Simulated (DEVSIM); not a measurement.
Structure: illuminated GaAs p-on-n cell, one wavelength, at 300 K.

Layer 1 from the left is GaAs, thickness (μm) 0.0980, Na (cm⁻³) 9.5e17, τn (s) 8e-10, τp (s) 2.1e-8, absorption coefficient (cm⁻¹) 5100. Layer 2 from the left is GaAs, thickness (μm) 3.50, Nd (cm⁻³) 1.4e17, τn (s) 3.8e-8, τp (s) 3.8e-8, absorption coefficient (cm⁻¹) 5100.

Left contact: ohmic, minority electron recombination velocity 30 cm/s. Right contact: ohmic, minority hole recombination velocity 70000 cm/s. Voltage is applied to the left contact. Recombination: SRH at mid-gap, radiative, Auger. Light enters at the left, 1.1e17 photons cm⁻² s⁻¹, one pass, no reflection. Mobility is μmin + (μ − μmin)/(1 + (N/Nref)^α).

The device is made up for the run: typed textbook-type constants, with dimensions and the other settings drawn at random. Values at 300 K.

GaAs: gap (eV) 1.424, affinity (eV) 4.07, permittivity 12.9, Nc (cm⁻³) 4.7e17, Nv (cm⁻³) 9e18, μn (cm²/Vs) 8500, μp (cm²/Vs) 400, μn,min 500, μp,min 20, Nref,n 6e16, Nref,p 1.5e17, αn 0.39, αp 0.38, B (cm³/s) 2e-10, Cn (cm⁶/s) 1e-30, Cp (cm⁶/s) 1e-30.

Simulated with DEVSIM: 1D drift-diffusion, Boltzmann statistics, complete ionisation; no tunnelling, impact ionisation, image-force lowering or self-heating.

What does the simulation give for the potential step across the device at zero bias?

potential step across the device at zero bias 1.335 V.
